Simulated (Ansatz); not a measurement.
A self-consistent single point of LiMg (Cm, 6 atoms in the cell) with Ansatz (a first-principles code).

Computed with PBEsol, PAW files made with PBE (plane waves; Ansatz).

The change in words: lattice scaled by 0.98. Reference geometry:
```
CELL_PARAMETERS angstrom
      5.61632    -1.57374     0.00000
      5.61632     1.57374     0.00000
     -2.15495     0.00000     7.10119
ATOMIC_POSITIONS crystal
  Li 0.38849 0.38849 0.27705
  Li 0.66724 0.66724 0.33463
  Li 0.05418 0.05418 0.60842
  Mg 0.00250 0.00250 0.00887
  Mg 0.33318 0.33318 0.66088
  Mg 0.72109 0.72109 0.94348
```

Reference input (self-consistent single point, DFT, PBEsol, plane waves, PAW files made with PBE): kpoints.mp_grid.grid = 7 7 3; hamiltonian.xc = pbesol; hamiltonian.pseudopotentials = {kind: paw} (the program's default PAW files); scf.occupations.method = fermi_dirac; scf.occupations.width = 0.01 Ry. This run's input differs from it in these lines:

Ansatz 0.2 input:
```diff
@@ -2,12 +2,12 @@
   lattice:
-    - [5.61632500, -1.57374500, 0.00000000]
-    - [5.61632500, 1.57374500, 0.00000000]
-    - [-2.15494700, 0.00000000, 7.10118700]
+    - [5.50399800, -1.54227000, 0.00000000]
+    - [5.50399800, 1.54227000, 0.00000000]
+    - [-2.11184800, 0.00000000, 6.95916300]
   atoms:
-    - { symbol: Li, position_ang: [3.76674413, 0.00000000, 1.96738386] }
-    - { symbol: Li, position_ang: [6.77376347, 0.00000000, 2.37627021] }
-    - { symbol: Li, position_ang: [-0.70252788, -0.00000000, 4.32050419] }
-    - { symbol: Mg, position_ang: [0.00896725, -0.00000000, 0.06298753] }
-    - { symbol: Mg, position_ang: [2.31833295, -0.00000000, 4.69303246] }
-    - { symbol: Mg, position_ang: [6.06660219, 0.00000000, 6.69982791] }
+    - { symbol: Li, position_ang: [3.69140888, -0.00000000, 1.92803611] }
+    - { symbol: Li, position_ang: [6.63828755, 0.00000000, 2.32874471] }
+    - { symbol: Li, position_ang: [-0.68847734, -0.00000000, 4.23409395] }
+    - { symbol: Mg, position_ang: [0.00878790, -0.00000000, 0.06172778] }
+    - { symbol: Mg, position_ang: [2.27196600, 0.00000000, 4.59917164] }
+    - { symbol: Mg, position_ang: [5.94526948, -0.00000000, 6.56583111] }
 kpoints:
```

The program printed (abridged):

```
SCF iter   1: F=—  HF=-6346.209531 eV  |F-HF|=—  |Δ(HF+E_count)|=         —  Δρ=2.07e-2  dr2=3.76e0  ethr=3.10e-3  ⟨swp⟩=7.1  Hψ=5279  notcnv=0
all-band conjugate gradients solve this SCF's bands
preconditioner: auto → Kerker (q_TF=auto, 2.268 Å⁻¹)
SCF iter   2: F=—  HF=-6345.746171 eV  |F-HF|=—  |Δ(HF+E_count)|=   4.63e-1  Δρ=1.39e-2  dr2=1.63e0  ethr=3.10e-3  ⟨swp⟩=2.0  Hψ=1721  notcnv=0  defer=1
   [... lines left out ...]
SCF iter   5: F=—  HF=-6345.384697 eV  |F-HF|=—  |Δ(HF+E_count)|=   2.12e-4  Δρ=1.98e-4  dr2=8.16e-5  ethr=3.28e-6  ⟨swp⟩=2.8  Hψ=1812  notcnv=0  defer=1
SCF iter   6: F=—  HF=-6345.384674 eV  |F-HF|=—  |Δ(HF+E_count)|=   2.26e-5  Δρ=4.75e-5  dr2=3.53e-6  ethr=2.09e-7  ⟨swp⟩=2.2  Hψ=1892  notcnv=0  defer=1
SCF iter   7: F=—  HF=-6345.384673 eV  |F-HF|=—  |Δ(HF+E_count)|=   7.28e-7  Δρ=1.21e-5  dr2=3.56e-7  ethr=9.04e-9  ⟨swp⟩=2.3  Hψ=2015  notcnv=0  defer=1
SCF iter   8: F=-6345.384673 eV  HF=-6345.384673 eV  |F-HF|=1.64e-8  |Δ(HF+E_count)|=   7.07e-8  Δρ=3.20e-6  dr2=2.39e-8  ethr=2.56e-10  ⟨swp⟩=5.8  Hψ=5125  notcnv=0
SCF 1 converged in 8 iterations: F = -6345.384673 eV  dr2 = 2.39e-8
Free energy (F): -6345.384673 eV
Internal energy: -6345.228177 eV  (E = F + TS)
E sigma→0 (E₀):  -6345.306425 eV
Entropy (-TS):   -0.156496 eV (-26.083 meV/atom)
Fermi energy:    3.847056 eV
--- Forces (eV/Å), atoms counted from 1 ---
  atom   1  Li    -0.01135054    -0.00000000    -0.03000149
  atom   2  Li     0.03352065     0.00000000     0.04502995
  atom   3  Li    -0.04012767    -0.00000000    -0.04571324
  atom   4  Mg    -0.01549021     0.00000000     0.09121557
  atom   5  Mg     0.04208988     0.00000000     0.01726416
  atom   6  Mg    -0.00864625    -0.00000000    -0.07778037
--- Stress (GPa, compression-positive) ---
        2.395786       0.000000       0.016962
        0.000000       1.695253       0.000000
        0.016962       0.000000       1.451227
  P = ⅓ Tr σ = 1.8474 GPa (18.474 kbar)
  The stress holds the Pulay correction. Without it, at fixed plane waves, as pw.x and ABINIT print it: P = 1.8438 GPa
```

The run converged in 8 iterations. Against the reference run the free energy rises by 7.2 meV/atom, the pressure goes from 0.11 to 1.85 GPa and the largest force goes from 0.085 to 0.093 eV/Å.

The starting cell comes from a database of computed structures (which also holds hypothetical and non-ambient phases and stackings), without a prior relaxation at this level. For this run, on top of that: lattice scaled by 0.98. Ansatz's pressure includes its estimate of the finite-basis (Pulay) stress.
